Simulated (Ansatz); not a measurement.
CsCl-type HfOs, treated with PBEsol (Ansatz, a program for electronic structure, PAW).

Run with plane-wave cutoff 520 eV, 18×18×18 k mesh, Fermi–Dirac smearing 0.05 eV, no spin polarisation, scalar-relativistic PAW data made under PBE.

Cell (relaxed at this level):

HfOs has the cubic space group Pm-3m (No. 221), the CsCl type structure, Pearson symbol cP2. Lattice parameters: a = 3.2241 Å, b = 3.2241 Å, c = 3.2241 Å, α = 90.00°, β = 90.00°, γ = 90.00°. Hf on 1a sees 8 Os at 2.792 Å and 6 Hf at 3.224 Å. Os on 1b is coordinated by 8 Hf at 2.792 Å and 6 Os at 3.224 Å. (Neighbours: up to the widest gap in distance over summed covalent radii, below 1.35, at either atom.)

Question: What does this level give for the bulk modulus?

Answer: 
bulk modulus: 239 GPa

The run finds no gap.

Note: the bulk modulus is −V dP/dV from two relaxed cells at ±2 % in volume.

Spin–orbit coupling is not included.

Static lattice: no zero-point or thermal effects.
